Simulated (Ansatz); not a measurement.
# KI: response to strain

Consider KI in the CsCl type structure (space group Pm-3m, No. 221; a = 4.292 Å; a model cell, its experimental status unchecked). Axes: x, y, z lie along the cube axes.

Strains are applied to the cell and any free atomic positions relax; under biaxial strain the out-of-plane vector relaxes too.

Calculations: r2SCAN in Ansatz (plane waves to 500 eV, PAW, no spin-orbit coupling).

Notes on the quantities. energy relative to the base: free energy F.

| change | space group | energy relative to the base | band gap | volume per atom |
|---|---|---|---|---|
| base | Pm-3m (No. 221) | 0 meV/atom | 4.04 eV | 39.53 Å³ |
| biaxial strain −3.85 %, plane normal [001], relaxed out of plane | P4/mmm (No. 123) | +16 meV/atom | 4.07 eV | 36.94 Å³ |
| biaxial strain −2.41 %, plane normal [001], relaxed out of plane | P4/mmm (No. 123) | +6.0 meV/atom | 4.08 eV | 37.88 Å³ |
| biaxial strain −3.57 %, plane normal [111], relaxed out of plane | R-3m (No. 166) | +3.9 meV/atom | 4.08 eV | 39.58 Å³ |
| isotropic strain +1.79 % | Pm-3m (No. 221) | +4.8 meV/atom | 3.90 eV | 41.69 Å³ |
| isotropic strain +5.38 % | Pm-3m (No. 221) | +38 meV/atom | 3.65 eV | 46.26 Å³ |
| uniaxial strain ε_yy = −1.99 % | P4/mmm (No. 123) | +1.9 meV/atom | 4.01 eV | 38.74 Å³ |
| uniaxial strain ε_yy = −0.91 % | P4/mmm (No. 123) | +0.4 meV/atom | 4.03 eV | 39.17 Å³ |
| uniaxial strain ε_zz = +1.64 % | P4/mmm (No. 123) | +1.1 meV/atom | 3.96 eV | 40.18 Å³ |
| tensor shear ε_xy = −2.18 % | Cmmm (No. 65) | +0.9 meV/atom | 4.05 eV | 39.51 Å³ |

With I present, leaving out spin-orbit coupling can change the band edges. Stability against distortions was not tested. This is not the structure that KI has at room temperature and ambient pressure.

Ansatz is a first-principles code.
